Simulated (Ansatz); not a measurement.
## Response to strain in Ti

Take Ti in the hcp (Mg type) structure (space group P6_3/mmc, No. 194; a = 2.902 Å, c = 4.593 Å; relaxed with 0.1 eV smearing) as the base. Axes: x lies along a and z along c of the hexagonal cell.

Strains are applied to the cell and any free atomic positions relax; under biaxial strain the out-of-plane vector relaxes too.

Calculations: PBEsol (Ansatz, a quantum-chemistry and plane-wave program, PAW, no spin-orbit coupling).

Notes on the quantities. in-plane stress: mean in-plane stress (compression positive).

| variant | out-of-plane strain | in-plane stress |
|---|---|---|
| biaxial strain −2.20 %, plane normal [001], relaxed out of plane | [?] | [?] |
| biaxial strain −0.32 %, plane normal [001], relaxed out of plane | +0.27 % | +0.6 GPa |
| biaxial strain +4.06 %, plane normal [001], relaxed out of plane | -3.33 % | -7.1 GPa |
| isotropic strain +0.13 % | – | – |

**Question.** Complete the table.

**Answer.** 
- biaxial strain −2.20 %, plane normal [001], relaxed out of plane, out-of-plane strain: +1.94 %
- biaxial strain −2.20 %, plane normal [001], relaxed out of plane, in-plane stress: +4.6 GPa

Whether these cells are dynamically stable was not tested. The final runs are not spin-polarised.
